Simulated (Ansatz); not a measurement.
Method: PBE (plane waves to 420 eV, PAW; Ansatz, a program for electronic structure).

Plane-averaged electrostatic potential energy along the normal, in eV from the Fermi level, for Co on the 1x1 (111) surface of fcc Pd, one in a 2x2 cell, started at the site 'bridge Pd-Pd (span 2.8 Å)':

```
z (Å)  V (eV)
-----  ------
5.20     5.23
5.49     5.23
5.78     5.23
6.07     5.22
6.36     5.22
6.64     5.21
6.93     5.19
7.22     5.14
7.51     5.04
7.80     4.83
8.09     4.35
8.38     3.27
8.67     0.63
8.96    -5.76
9.24   -13.12
9.53   -17.70
9.82   -15.56
10.11   -8.81
10.40   -1.75
10.69    1.23
10.98   -0.47
11.27   -6.90
11.56  -14.06
11.84  -17.93
12.13  -15.10
12.42   -8.21
12.71   -1.39
13.00    1.06
13.29   -1.13
13.58   -7.83
13.87  -14.80
14.16  -17.95
14.44  -14.40
14.73   -7.33
15.02   -0.77
15.31    1.16
15.60   -1.37
15.89   -8.23
16.18  -15.13
16.47  -17.95
16.76  -14.12
17.04   -7.07
17.33   -0.98
17.62    0.27
17.91   -0.38
18.20   -0.67
18.49    0.04
18.78    1.62
19.07    2.94
19.36    3.43
19.64    3.65
19.93    3.76
20.22    3.81
20.51    3.84
20.80    3.85
21.09    3.86
21.38    3.86
21.67    3.87
21.96    3.87
22.24    3.87
22.53    3.87
```

Model: 17-atom slab, 6.8 Å thick at the start under the adsorbate (thin: gaps and levels are the slab's own), 6x6x1 mesh, Fermi-Dirac 0.1 eV, dipole correction, 8 atoms held, the rest relaxed; held to the start's symmetry, so lower structures may exist; spin-polarised, no spin-orbit, no U, no dispersion correction. At the end it is bonded to 3 Pd. In PBE it is, or lies within 0.03 eV of, the lowest of the starts that converged.

The surface cell has an area of 26.94 Å². What dipole along the normal does the step between the two vacuum levels imply?

the top vacuum level lies 1.36 eV below the bottom one; p = −ε₀ A ΔV (ε₀ = 0.005526 e/(V·Å)) gives 0.20 e·Å a cell.
